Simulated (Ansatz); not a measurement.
# HfO2: O → Cl

The parent structure is HfO2 (space group P4_2/nmc, No. 137; a = 3.605 Å, c = 5.265 Å).

One thing is altered: full substitution O → Cl; the structure is relaxed again.

Method: PBE in Ansatz (plane waves to 420 eV, PAW, scalar-relativistic without spin-orbit coupling), earlier PAW set. Γ-centred 13×13×13 mesh, Fermi–Dirac width 0.05 eV, for the changed cell.

```csv
quantity,base,changed,shift
volume per atom,11.40 Å³,21.04 Å³,+9.64 Å³
density,10.22 g/cm³,6.56 g/cm³,-3.66 g/cm³
space group,P4_2/nmc (No. 137),Fm-3m (No. 225),–
shortest interatomic distance,2.070 Å,2.737 Å,+0.667 Å
band gap,4.67 eV,zero,–
magnetic state,not spin-polarised,ferromagnetic,–
largest site moment,0.00 μB,0.96 μB,+0.96 μB
```

Other magnetic orders, which the real material may have, were not ruled out. With Hf present, leaving out spin-orbit coupling can change the band edges. No phonon test of stability was made. As relaxed here, HfCl2 is a hypothetical phase, not in the database extracts checked. This is not the structure that HfO2 has at room temperature and ambient pressure.

Ansatz is an electronic-structure program.
